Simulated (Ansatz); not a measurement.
**CdGeAs2: energy against strain**

CdGeAs2 (chalcopyrite, I-42d, 26.261 Å³/atom and stress up to 0.01 GPa in the relaxed cell, c along z) under an equal strain ε in the (001) plane with the normal axis free, as in a coherent film. PBE in Ansatz, a plane-wave DFT program (PAW, default set), 420 eV, 8×8×8 Γ-centred mesh, Fermi-Dirac smearing 0.05 eV; ions are relaxed, or left where forces stay under 0.02 eV/Å, within the symmetry of each cell. Against the start cell, which lies near the measured one, the relaxed cell differs by 6.1 % in volume and 2.4 % in c; the values below rest on it.

Here s stands for strain and y for E less E0.

| strain (%) | E less E0 (meV/atom) |
|---|---|
| -1.50 | 2.71 |
| -0.75 | 0.66 |
| 0.00 | 0.00 |
| 0.75 | 0.67 |
| 1.50 | 2.58 |
| 3.00 | ? |

Task: Fit y against s with a parabola, and predict the withheld value at s = 3.00.

Result: Least squares gives y = 0.003 - 0.0333·s + 1.1746·s². Residuals (row less fit): 0.014, -0.029, -0.003, 0.031, -0.016; standard error 0.034 (degrees of freedom: 2). The quadratic coefficient over the volume, 1.1746 meV × 10⁴ × 0.1602 / 26.261 Å³, is the biaxial elastic modulus of this plane = 71.7 ± 1.0 GPa (± standard error of the fit, which holds the terms cut off). At the withheld row, y = 0.003 - 0.0333 × 3.00 + 1.1746 × 3.00² = 10.475 meV/atom. The calculation gives 9.83 meV/atom, 0.645 meV/atom below the prediction (6.6 % of the range of y in the table). The row lies outside the fitted rows, so this is an extrapolation. From the scatter of the fitted rows alone, a prediction at this place has a standard error of 0.138 meV/atom, so the miss is 4.7 times that.

A polynomial of degree 3 through the 8 other runs of the series gives 9.82 there, so most of the miss is curvature that the fit leaves out. Rows are the converged runs of the series near zero and its far end; series whose fitted rows scatter by over a few per cent of the range, as at a crossing or softening among them, aren't shown in this form, nor equations of state whose B0' disagrees with the runs' pressures. Most that stay on the fit to the last digits aren't either.
